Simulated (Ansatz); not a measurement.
## What Sn → Ge does to Sn

The reference is Sn (space group I4_1/amd, No. 141; a = 5.833 Å, c = 3.158 Å).

Modification: Ge takes the place of Sn on all its sites, then cell and atoms are relaxed.

The values are results of plane-wave PAW DFT at the PBEsol level (Ansatz, an electronic-structure program, 420 eV), without spin-orbit coupling, earlier PAW set, not measurements. k-mesh 19×19×19 (Γ-centred); smearing 0.05 eV (Fermi–Dirac), for the changed cell.

```tsv
quantity	base	changed	shift
volume per atom	26.86 Å³	18.35 Å³	-8.516 Å³
density	7.34 g/cm³	6.57 g/cm³	-0.764 g/cm³
lattice parameter a	5.833 Å	5.119 Å	-0.714 Å
c/a ratio	0.541	0.547	+0.006
space group	I4_1/amd (No. 141)	I4_1/amd (No. 141)	–
shortest interatomic distance	3.022 Å	2.653 Å	-0.3681 Å
band gap	zero	zero	–
```

Cost of the whole job for the changed cell (relaxation, final SCF and bands): roughly 3.0 core-minutes.

Stability against distortions was not tested. For Ge in this form, whether it has been made was not checked. This is not the structure that Ge has at room temperature and ambient pressure.
